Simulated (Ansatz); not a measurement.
Start from BaTiO3 (space group P4mm, No. 99; a = 3.955 Å, c = 4.046 Å).

Modification: every lattice vector is shortened by 2.34 %, atoms relaxed at fixed cell.

Level of theory: plane-wave PAW DFT at the PBEsol level (Ansatz, a program for electronic structure, 420 eV), scalar-relativistic without spin-orbit coupling, earlier PAW set.

Base, band edges from the VBM (valence, conduction): A 0.00, 4.31; M -0.04, 3.76; R -0.27, 3.70; X -0.98, 2.34; Z -0.68, 1.98; Γ -0.37, 1.85 eV.

Problem. Give the band edges at the high-symmetry points of the new zone, measured from its valence-band maximum.

Solution. 
| point | valence edge (eV) | conduction edge (eV) |
|---|---|---|
| Γ | -0.13 | 1.94 |
| X | -0.77 | 2.20 |
| M | -0.04 | 4.06 |
| Z | -0.66 | 2.09 |
| R | -0.17 | 3.89 |
| A | 0.00 | 4.71 |

The gap is 1.94 eV, indirect, A → Γ.

The cells carry an imposed strain or load. No phonon test of stability was made. All final runs are without spin polarisation.
